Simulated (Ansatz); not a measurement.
Cubic perovskite BaHfO₃ was calculated with PBEsol (Ansatz, a quantum-chemistry and plane-wave program, PAW).

Run with plane-wave cutoff 520 eV, 8×8×8 k mesh, Fermi–Dirac smearing 0.01 eV, scalar-relativistic PAW data made under PBE.

Computed at the level's own relaxed cell.

Task: Estimate the band gap, volume per atom and pressure derivative B′ of the bulk modulus that the calculation returns.

Result: 
- band gap = 3.58 eV
- volume per atom = 14.37 Å³/atom
- pressure derivative B′ of the bulk modulus = 4.4

Measured, for comparison: equilibrium volume per atom 14.51 Å³/atom (room temperature, not corrected to a static lattice; as tabulated in Zhao et al. (2008), arXiv:0809.3506). Computed (rounded) less measured: equilibrium volume per atom -1.0 %. A static lattice is as a rule a little smaller and stiffer than an uncorrected measurement, which narrows the difference in the equilibrium volume per atom and would widen misses of the other sign.

Spin–orbit coupling is not included.

The result took very roughly 70 core-seconds.
